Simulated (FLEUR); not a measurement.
A working FLEUR input for Os (P6_3/mmc, 4 atoms in the cell) (DFT, LDA (Vosko-Wilk-Nusair), all-electron FLAPW (FLEUR), scalar-relativistic valence):

```xml
# input of inpgen
Os crystal
&input film=f /
5.2229162281 0.0000008386 0.0000000000
-2.6114588403 4.5231777161 0.0000000000
0.0000000000 0.0000000000 16.8047656187
1.0
1.0 1.0 1.0

4
76 0.0000000000 0.0000000000 -0.0000000000
76 0.0000000000 0.0000000000 0.5000000000
76 0.3333333333 0.6666666667 0.2500000000
76 0.6666666667 0.3333333333 0.7500000000

&comp jspins=1 /
&exco xctyp='vwn' /
&kpt div1=7 div2=7 div3=2 gamma=t /
&end /
# inp.xml
<?xml version="1.0" encoding="UTF-8" standalone="no"?>
<fleurInput fleurInputVersion="0.39">
   <comment>
      Os crystal                                                                                          
   </comment>
   <calculationSetup>
      <cutoffs Kmax="4.2" Gmax="12.6" GmaxXC="12.6" numbands="0"/>
      <scfLoop itmax="80" minDistance="0.00001" maxIterBroyd="40" imix="Anderson" alpha="0.05" precondParam="0.0" spinf="2.0"/>
      <coreElectrons ctail="T" frcor="F" kcrel="0" coretail_lmax="0"/>
      <xcFunctional name="vwn" relativisticCorrections="F"/>
      <magnetism jspins="1"/>
      <soc l_soc="F" theta="0.0" phi="0.0" spav="F"/>
      <expertModes spex="0" secvar="F"/>
      <geometryOptimization l_f="T" forcealpha="1.0" forcemix="BFGS" epsdisp="0.00001" epsforce="0.00001"/>
      <ldaU l_linMix="F" mixParam="0.05" spinf="1.0"/>
   </calculationSetup>
   <cell>
      <bzIntegration valenceElectrons="56.0" mode="hist" fermiSmearingEnergy="0.00367493">
         <kPointListSelection listName="default-1"/>
         <!-- k-points included here -->
         <xi:include xmlns:xi="http://www.w3.org/2001/XInclude" href="kpts.xml"> </xi:include>
      </bzIntegration>
      <!-- symmetry operations included here -->
      <xi:include xmlns:xi="http://www.w3.org/2001/XInclude" href="sym.xml"> </xi:include>
      <bulkLattice scale="1.0">
         <bravaisMatrix>
            <row-1>    5.2229162280999999     0.0000008386000000     0.0000000000000000</row-1>
            <row-2>   -2.6114588403000001     4.5231777161000002     0.0000000000000000</row-2>
            <row-3>    0.0000000000000000     0.0000000000000000    16.8047656186999994</row-3>
         </bravaisMatrix>
      </bulkLattice>
   </cell>
   <atomSpecies>
      <species name="Osmium (Os)" element="Os" atomicNumber="76">
         <mtSphere radius="2.41" gridPoints="833" logIncrement="0.016"/>
         <atomicCutoffs lmax="10" lnonsphr="8"/>
         <electronConfig flipSpins="F">
            <coreConfig>(1s1/2) (2s1/2) (2p1/2) (2p3/2) (3s1/2) (3p1/2) (3p3/2) (4s1/2) (3d3/2) (3d5/2) (4p1/2) (4p3/2) (5s1/2) (4d3/2) (4d5/2) (4f5/2) (4f7/2)</coreConfig>
            <valenceConfig>(5p1/2) (5p3/2) (6s1/2) (5d3/2) (5d5/2)</valenceConfig>
            <stateOccupation state="(5d3/2)" spinUp="1.2" spinDown="1.2"/>
            <stateOccupation state="(5d5/2)" spinUp="1.8" spinDown="1.8"/>
         </electronConfig>
         <energyParameters s="6" p="6" d="5" f="5"/>
         <lo type="SCLO" l="1" n="5" eDeriv="0"/>
      </species>
   </atomSpecies>
   <atomGroups>
      <atomGroup species="Osmium (Os)">
         <relPos label="                   1">.0000000000 .0000000000 .0000000000</relPos>
         <relPos label="                   2">.0000000000 .0000000000 1.000/2.000</relPos>
         <force calculate="T" relaxXYZ="TTT"/>
      </atomGroup>
      <atomGroup species="Osmium (Os)">
         <relPos label="                   3">1.000/3.000 -1.000/3.000 1.000/4.000</relPos>
         <relPos label="                   4">-1.000/3.000 1.000/3.000 -1.000/4.000</relPos>
         <force calculate="T" relaxXYZ="TTT"/>
      </atomGroup>
   </atomGroups>
   <output dos="F" band="F" slice="F">
      <checks vchk="F" cdinf="F"/>
      <bandDOS minEnergy="-.5*Htr" maxEnergy="0.5*Htr" sigma="0.015" storeEVData="T"/>
      <vacuumDOS vacdos="F" integ="F" star="F" nstars="0" locx1="0.0" locy1="0.0" locx2="0.0" locy2="0.0" nstm="0" tworkf="0.0"/>
      <unfoldingBand unfoldBand="F" supercellX="1" supercellY="1" supercellZ="1"/>
      <plotting iplot="0" polar="F">
         <plot TwoD="T" vec1="  1.0  0.0  0.0" vec2="  0.0  1.0  0.0" vec3="  0.0  0.0  1.0" zero="  0.0  0.0  0.0" file="plot"/>
      </plotting>
      <chargeDensitySlicing numkpt="0" minEigenval="0.0" maxEigenval="0.0" nnne="0" pallst="F"/>
      <specialOutput eonly="F"/>
      <magneticCircularDichroism mcd="F" energyLo="-10.0" energyUp="0.0"/>
   </output>
  <!-- We include the file relax.xml here to enable relaxations (see documentation) -->
  <xi:include xmlns:xi="http://www.w3.org/2001/XInclude" href="relax.xml"> <xi:fallback/> </xi:include>
</fleurInput>
```

The run converged in 17 iterations: free energy E − TS -1879999.8986 eV; Fermi level (on the code's own zero) 17.19 eV. Each of these slips is then made, one at a time:

(1)
```diff
-      <bzIntegration valenceElectrons="56.0" mode="hist" fermiSmearingEnergy="0.00367493">
+      <bzIntegration valenceElectrons="56.0" mode="hist" fermiSmearingEnergy="0.1">
```

(2)
```diff
-         <mtSphere radius="2.41" gridPoints="833" logIncrement="0.016"/>
+         <mtSphere radius="2.89" gridPoints="833" logIncrement="0.016"/>
```

How does each altered input end?


(1) An energy in the wrong unit. The run converged in 14 iterations without an error; against the sound input the free energy drops by 9.78 eV/atom.

(2) Overlapping muffin-tin spheres. The program stopped before any SCF iteration.
```
Error message: Overlapping MT-radii of two neighbours detected.
Error occurred in subroutine: chkmt
Error from PE:0/1
```

The starting cell was generated: these elements placed on a structure prototype, without a prior relaxation; it need not be a known phase or ordering of this composition. Its lattice was rescaled by a random factor within 2.5 % of one. Spin-orbit coupling is off. Spin polarisation is off. Values depend on the basis (sphere radii, cutoffs, local orbitals), which need not be converged.

Left out of this page: 5 runs of the series outside the window shown, repeating another row's setting, or not comparable.
